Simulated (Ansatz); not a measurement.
Consider C in the diamond structure (space group Fd-3m, No. 227; a = 3.5603 Å). Axes: x, y, z lie along the cube axes.

All numbers come from r2SCAN in Ansatz (plane waves to 500 eV, PAW, no spin-orbit coupling).

For the base:

The volume per atom is 5.64 Å³.

Now apply this change: tensile biaxial strain of 2.46 % in the plane normal to [110], as in epitaxy on a mismatched substrate; the out-of-plane cell vector and the atoms relax.

Task: How does this affect the in-plane stress, volume per atom and energy relative to the base?

Result: The mean in-plane stress (compression positive) is -28.1 GPa; the volume per atom goes up by 0.27 Å³ to 5.91 Å³; the energy rises by 26 meV/atom.

A biaxial case was relaxed in a doubled cell and then solved in the primitive one. No phonon test of stability was made.

Ansatz is a program for electronic structure.
